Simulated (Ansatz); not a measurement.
A computed series for hypothetical P4_2/mnm AlN: response to strain

Consider AlN (space group P4_2/mnm, No. 136; a = 5.294 Å, c = 3.109 Å; a hypothetical phase, not in the database extracts checked). Axes: x, y, z lie along a, b, c of the conventional cell.

Strains are applied to the cell and any free atomic positions relax.

Levels (all Ansatz, an electronic-structure program, PAW): PBEsol (420 eV, no SOC); r2SCAN (500 eV, scalar-relativistic without spin-orbit coupling); HSE06 (420 eV, scalar-relativistic without spin-orbit coupling).

Band gaps by level, all at the geometries relaxed with PBEsol:

```csv
case,PBEsol,r2SCAN,HSE06
base,3.75 eV,4.43 eV,5.14 eV
isotropic strain −0.93 %,3.93 eV,(withheld),5.35 eV
isotropic strain +2.23 %,3.30 eV,(withheld),4.65 eV
uniaxial strain ε_yy = −4.86 %,3.96 eV,4.67 eV,(withheld)
"strain tensor (xx, yy, zz, yz, xz, xy) = (−0.19, +0.30, −0.30, −0.03, −0.01, −0.91) %",3.74 eV,4.42 eV,5.14 eV
```

Task: Complete the table.

Result: 
- isotropic strain −0.93 %, r2SCAN: 4.63 eV
- isotropic strain +2.23 %, r2SCAN: 3.95 eV
- uniaxial strain ε_yy = −4.86 %, HSE06: 5.40 eV

Single points use the geometry relaxed with PBEsol. HSE06 was sampled on its mesh, a few special points and the semilocal edge points, so its gap is an upper bound. Stability against distortions was not tested.
